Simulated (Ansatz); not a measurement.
## Converging the plane-wave cutoff: LaGe3Ir (I4mm, 5 atoms in the cell)

```yaml
crystal:
  lattice:
    - [-2.23029, 2.23029, 5.06692]
    - [2.23029, -2.23029, 5.06692]
    - [2.23029, 2.23029, -5.06692]
  atoms:
    - { symbol: La, position: [0.58346, 0.58346, 0.00000] }
    - { symbol: Ge, position: [0.34263, 0.84263, 0.50000] }
    - { symbol: Ge, position: [0.84263, 0.34263, 0.50000] }
    - { symbol: Ge, position: [0.00049, 0.00049, 0.00000] }
    - { symbol: Ir, position: [0.23877, 0.23877, 0.00000] }
```

Method: PBEsol, default PAW files made with PBE (plane waves; Ansatz, a quantum-chemistry and plane-wave program).

Base settings: basis.ecutwfc = 420 eV; kpoints.mp_grid.grid = 5 5 5; hamiltonian.xc = pbesol; hamiltonian.pseudopotentials = {kind: paw} (the program's default PAW files); scf.occupations.method = gaussian; scf.occupations.width = 0.1 eV.

The second cell is the first with its lattice scaled by 0.98.

The mesh stays at the base's, so the ladder's end is converged at best in this setting alone.

The first pressure column holds Ansatz's estimate of the finite-basis (Pulay) stress, which hides part of the cutoff error; the other is without it.

Only quantities that move along the ladder and can be compared are tabulated.

The count of work is k-points × plane waves × bands × iterations; it is no time. 

The starting cell comes from a database of computed structures (which also holds hypothetical and non-ambient phases and stackings), without a prior relaxation at this level. Its lattice was rescaled by up to half a per cent. One atom was moved a little off its site on purpose. Spin polarisation is off. In the base run, with a pressure of about -3 GPa the cell is away from its equilibrium volume at this level.

| basis.ecutwfc | free energy less the last step's (meV/atom) | energy of the compressed cell less the first (meV/atom) | pressure (GPa) | pressure without the Pulay estimate (GPa) | largest difference of a force vector from the last step's (eV/Å) | count of work / last |
|---|---|---|---|---|---|---|
| 145 eV | 44782.27 | -203.65 | 13.24 | -1110.68 | 2.920 | 0.063 |
| 170 eV | 19907.93 | -9.12 | -5.46 | -590.12 | 1.031 | 0.078 |
| 190 eV | 10241.32 | -71.09 | 1.63 | -354.18 | 0.258 | 0.079 |
| 210 eV | 5070.59 | 3.60 | -5.08 | -206.11 | 0.316 | 0.083 |
| 230 eV | 2441.60 | -13.83 | -5.07 | -116.81 | 0.162 | 0.098 |
| 250 eV | 1125.80 | -1.83 | -3.62 | -63.74 | 0.188 | 0.12 |
| 295 eV | 159.28 | -0.23 | -3.37 | -15.12 | 0.023 | 0.16 |
| 335 eV | 20.32 | 1.35 | -3.38 | -5.35 | 0.008 | 0.19 |
| 380 eV | 2.51 | 0.99 | -3.42 | -3.56 | 0.002 | 0.23 |
| 420 eV | 1.51 | 0.95 | -3.43 | -3.46 | 0.001 | 0.27 |
| 460 eV | 0.91 | 0.92 | -3.43 | -3.47 | 0.000 | 0.31 |
| 505 eV | 0.38 | 0.92 | -3.43 | -3.45 | 0.000 | 0.35 |
| 565 eV | 0.18 | 0.91 | -3.43 | -3.44 | 0.000 | 0.42 |
| 630 eV | 0.12 | 0.91 | -3.43 | -3.44 | 0.000 | 0.49 |
| 735 eV | 0.05 | 0.90 | -3.43 | -3.44 | 0.000 | 0.62 |
| 840 eV | 0.02 | 0.90 | -3.43 | -3.44 | 0.000 | 0.76 |
| 1010 eV | 0.00 | 0.90 | -3.43 | -3.44 | 0.000 | 1.0 |

Coarsest basis.ecutwfc that holds the energy of the compressed cell less the first within 0.2 meV/atom of the last step, with all finer ones: 380 eV, at 0.23 of the last step's count of work; the step before is off by 0.46 meV/atom.

Coarsest basis.ecutwfc that holds the pressure without the Pulay estimate within 0.2 GPa of the last step, with all finer ones: 380 eV, at 0.23 of the last step's count of work; the step before is off by 1.9 GPa.

Coarsest basis.ecutwfc that holds the forces within 0.02 eV/Å of the last step, with all finer ones: 335 eV, at 0.19 of the last step's count of work; the step before is off by 0.023 eV/Å.

The energy difference between the two cells stays within 1 meV/atom of the last step's from 335 eV on, the total only from 460 eV on: much of the error is common to both cells and cancels.

At the lowest cutoff the pressure without the Pulay estimate lies 1110 GPa under the last step's, the usual sign of Pulay stress in an incomplete plane-wave basis.

Keys are those of Ansatz 0.2.
